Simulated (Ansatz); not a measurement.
The starting structures come from a database of crystals and need not be the phases stable at ambient conditions.

 Where the default PAW files enter, the runs use the earlier of Ansatz's two default sets.

Given:

```yaml
crystal:
  lattice:
    - [5.79876, 0.00000, 0.00000]
    - [0.00000, 5.91960, 0.00000]
    - [0.00000, 0.00000, 8.10226]
  atoms:
    - { symbol: La, position: [0.98854, 0.04462, 0.25000] }
    - { symbol: La, position: [0.01146, 0.95538, 0.75000] }
    - { symbol: La, position: [0.48854, 0.45538, 0.75000] }
    - { symbol: La, position: [0.51146, 0.54462, 0.25000] }
    - { symbol: Sc, position: [0.00000, 0.50000, 0.00000] }
    - { symbol: Sc, position: [0.50000, 0.00000, 0.00000] }
    - { symbol: Sc, position: [0.50000, 0.00000, 0.50000] }
    - { symbol: Sc, position: [0.00000, 0.50000, 0.50000] }
    - { symbol: O, position: [0.10052, 0.46623, 0.25000] }
    - { symbol: O, position: [0.89948, 0.53377, 0.75000] }
    - { symbol: O, position: [0.60052, 0.03377, 0.75000] }
    - { symbol: O, position: [0.39948, 0.96623, 0.25000] }
    - { symbol: O, position: [0.29638, 0.70372, 0.94648] }
    - { symbol: O, position: [0.70362, 0.29628, 0.05352] }
    - { symbol: O, position: [0.79638, 0.79628, 0.05352] }
    - { symbol: O, position: [0.20362, 0.20372, 0.94648] }
    - { symbol: O, position: [0.20362, 0.20372, 0.55352] }
    - { symbol: O, position: [0.79638, 0.79628, 0.44648] }
    - { symbol: O, position: [0.70362, 0.29628, 0.44648] }
    - { symbol: O, position: [0.29638, 0.70372, 0.55352] }
```

Space group of this cell: Pnma. The cell is strained (lengths across the current scaled by 1.02, ions clamped); by PBEsol its mean pressure is -9.4 GPa.

Transport runs along the normal of the first two printed cell vectors.

No gap correction and no spin-orbit coupling; mid-gap values are interpolated between computed energies.

State the band gap and the smallest decay constant κ at mid-gap according to PBEsol (Ansatz, a first-principles code).

Gap 3.74 eV on a 6×6×4 mesh; κ = 0.339 1/Å, at the zone centre.
